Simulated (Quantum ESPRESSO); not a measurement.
Quantum ESPRESSO run on a (001) slab of NaCl (cut from a parent of space group no. 225; 4 atoms in the cell): self-consistent single point.

Computed with PBE, GBRV 1.5 ultrasoft (PBE) pseudopotentials (plane waves; Quantum ESPRESSO).

```
NaCl
1.0
    4.00005     0.00000     0.00000
   -4.00005     4.00005     0.00000
    0.00000     0.00000    16.82850
Cl Na
2 2
Cartesian
 -2.00002   2.00002   9.82850
  0.00000   0.00000   7.00000
  0.00000   0.00000   9.82850
 -2.00002   2.00002   7.00000
```

Reference input (self-consistent single point, DFT, PBE, plane waves, GBRV 1.5 ultrasoft (PBE) pseudopotentials): ecutwfc = 40 Ry; ecutrho = 200 Ry; occupations = smearing; smearing = fd; degauss = 0.000734986 Ry; mixing_mode = local-TF; potentials = {Cl: cl_pbe_v1.4.uspp.F.UPF, Na: na_pbe_v1.5.uspp.F.UPF}; K_POINTS = automatic 4 4 1 0 0 0; conv_thr = 1e-10 Ry; mixing_beta = 0.3. This run's input differs from it in these lines:

```diff
@@ -13,4 +13,4 @@
  ntyp = 2
- ecutwfc = 40
- ecutrho = 200
+ ecutwfc = 80
+ ecutrho = 400
  occupations = 'smearing'
```

Output, abridged:

```
     Self-consistent Calculation

     iteration #  1     ecut=    80.00 Ry     beta= 0.30

---- Real-time Memory Report at c_bands before calling an iterative solver
           844 MiB given to the printing process from OS
           196 MiB allocation reported by mallinfo(arena+hblkhd)
------------------

     Threshold (ethr) on eigenvalues was too large:
     Diagonalizing with lowered threshold

---- Real-time Memory Report at c_bands before calling an iterative solver
           915 MiB given to the printing process from OS
           220 MiB allocation reported by mallinfo(arena+hblkhd)
------------------

   [... lines left out ...]
           989 MiB given to the printing process from OS
           290 MiB allocation reported by mallinfo(arena+hblkhd)
------------------

     negative rho (up, down):  2.934E-02 0.000E+00

     total energy              =    -257.78647428 Ry
     estimated scf accuracy    <          6.0E-10 Ry

     iteration # 19     ecut=    80.00 Ry     beta= 0.30

---- Real-time Memory Report at c_bands before calling an iterative solver
           989 MiB given to the printing process from OS
           290 MiB allocation reported by mallinfo(arena+hblkhd)
------------------

     negative rho (up, down):  2.934E-02 0.000E+00
     End of self-consistent calculation

     the Fermi energy is    -2.4342 ev

!    total energy              =    -257.78647426 Ry
     estimated scf accuracy    <          1.8E-11 Ry
     smearing contrib. (-TS)   =       0.00000000 Ry
     internal energy E=F+TS    =    -257.78647426 Ry

     convergence has been achieved in  19 iterations

     negative rho (up, down):  2.934E-02 0.000E+00

     Forces acting on atoms (cartesian axes, Ry/au):

     atom    1 type  1   force =     0.00000000    0.00000000    0.00677488
     atom    2 type  1   force =     0.00000000    0.00000000   -0.00677488
     atom    3 type  2   force =     0.00000000    0.00000000   -0.00589715
     atom    4 type  2   force =     0.00000000    0.00000000    0.00589715

     Total force =     0.012702     Total SCF correction =     0.000010

     negative rho (up, down):  2.934E-02 0.000E+00
          total   stress  (Ry/bohr**3)                   (kbar)     P=       -2.44
  -0.00002604  -0.00000000   0.00000000           -3.83       -0.00        0.00
  -0.00000000  -0.00002604   0.00000000           -0.00       -3.83        0.00
   0.00000000   0.00000000   0.00000231            0.00        0.00        0.34

   JOB DONE.
```

The run converged in 19 iterations. Against the reference run the free energy falls by 3.6 meV/atom, the largest force stays at 0.174 eV/Å and the gap on the mesh moves little (4.876 to 4.872 eV).

The starting cell has typed, rounded lattice constants, without a prior relaxation at this level. The slab is cut from that crystal, and its faces are unrelaxed. Its lattice was rescaled by up to half a per cent. Spin polarisation is off, though cut faces can carry moments; a gap of a slab can lie between surface states.

Cost on one core of a shared machine: roughly 5 min.
